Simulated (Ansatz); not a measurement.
The structure below was relaxed with Ansatz (a program for electronic structure) PBEsol, spin-orbit coupling left out, at pressure 3 GPa.

```
CELL_PARAMETERS angstrom
     -3.25970     3.25970     5.87303
      3.25970    -3.25970     5.87303
      3.25970     3.25970    -5.87303
ATOMIC_POSITIONS crystal
  Nb 0.01659 0.18462 0.50000
  Nb 0.98341 0.81538 0.50000
  Nb 0.18462 0.68462 0.16803
  Nb 0.81538 0.31538 0.83197
  Nb 0.68462 0.51659 0.50000
  Nb 0.31538 0.48341 0.50000
  Nb 0.51659 0.01659 0.83197
  Nb 0.48341 0.98341 0.16803
  Nb 0.50000 0.50000 0.00000
  Nb 0.00000 0.00000 0.00000
  Si 0.12939 0.62939 0.75877
  Si 0.87061 0.37061 0.24123
  Si 0.62939 0.87061 0.50000
  Si 0.37061 0.12939 0.50000
  Si 0.75000 0.75000 0.00000
  Si 0.25000 0.25000 0.00000
```

Task: Find the space group and the Wyckoff positions.

Result: Space group I4/mcm (No. 140); a = b = 6.5194 Å, c = 11.7461 Å, α = β = γ = 90.00°

| atom | site | symmetry | x | y | z |
|---|---|---|---|---|---|
| Nb | 16l | ..m | 0.3340 | 0.1660 | 0.1494 |
| Nb | 4c | 4/m.. | 0.0000 | 0.0000 | 0.0000 |
| Si | 8h | m.2m | 0.1294 | 0.3706 | 0.0000 |
| Si | 4a | 422 | 0.0000 | 0.0000 | 0.2500 |

Load acts through the strain it causes; cell and atoms are relaxed under it. No phonon test of stability was made. All final runs are without spin polarisation. The cell was made from Nb5Si3 (space group I4/mcm, No. 140) by this change: pressure 3 GPa.
